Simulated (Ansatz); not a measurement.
Take Cu3N (space group Pm-3m, No. 221; a = 3.721 Å) as the base.

Method: LDA (Ansatz, a first-principles code), no spin-orbit coupling.

Strains are applied to the cell and any free atomic positions relax.

One change was made to it. Results:

```tsv
quantity	base	after
energy relative to the base (free energy F)	0 meV/atom	+1.9 meV/atom
valley order (the lowest conduction-band minima on the path, energy above the VBM, named in the base's zone)	–	M along ⟨110⟩ 0.02 eV; Γ 1.21 eV
pressure	0.0 GPa	-2.6 GPa
```

Q: Name the change that was made.
A. isotropic strain +0.60 %
B. isotropic strain +2.40 %
C. isotropic strain +3.00 %
D. isotropic strain +1.80 %

A: A, isotropic strain +0.60 %. For comparison, the valley order in the other runs: isotropic strain +2.40 % gives M along ⟨110⟩ 0.20 eV; Γ 1.06 eV; X along ⟨100⟩ 1.59 eV; isotropic strain +1.80 % gives M along ⟨110⟩ 0.14 eV; Γ 1.11 eV; X along ⟨100⟩ 1.64 eV; isotropic strain +3.00 % gives M along ⟨110⟩ 0.26 eV; Γ 1.01 eV; X along ⟨100⟩ 1.54 eV.

The levels and masses belong to the bands next to the band gap. No phonon test of stability was made. All final runs are without spin polarisation.
